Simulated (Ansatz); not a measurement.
# How far PBE and r2SCAN part for BeS, holes 5.0×10^20 cm⁻³

Take BeS in the zinc blende structure (space group F-43m, No. 216; a = 4.8760 Å) as the base.

(Cell as relaxed with PBE.)

Levels (all Ansatz, a quantum-chemistry and plane-wave program, PAW): PBE (420 eV, without spin-orbit coupling); r2SCAN (500 eV, no spin-orbit coupling).

Each level relaxes its own structure.

```json
[
 {"base": "volume per atom", "PBE": "14.49 Å³", "r2SCAN": "14.42 Å³"},
 {"base": "lattice parameter a", "PBE": "4.876 Å", "r2SCAN": "4.869 Å"},
 {"base": "band gap", "PBE": "3.15 eV", "r2SCAN": "3.59 eV"}
]
```

Modification: holes 5.0×10^20 cm⁻³, on a uniform background at fixed cell.

```tsv
quantity	PBE	r2SCAN
gap between the host's bands	3.16 eV	3.60 eV
Fermi level relative to the doped band's edge (positive inside the band; to 0.05 eV)	+0.10 eV	+0.10 eV
shift of the gap caused by the change	+0.02 eV	+0.02 eV
gap character	indirect, Γ → X	indirect, Γ → X
```

PBE's gap between the host's bands lies 0.44 eV below r2SCAN's; the two agree on the Fermi level from band edge, shift of the gap caused by the change and gap character. Neither level is exact; r2SCAN is the comparison here, not a measurement.

Carriers are added with a uniform compensating background; total energy and stress of such cells depend on the potential's zero and are not compared; many-body gap narrowing is missing at this level. No phonon test of stability was made.
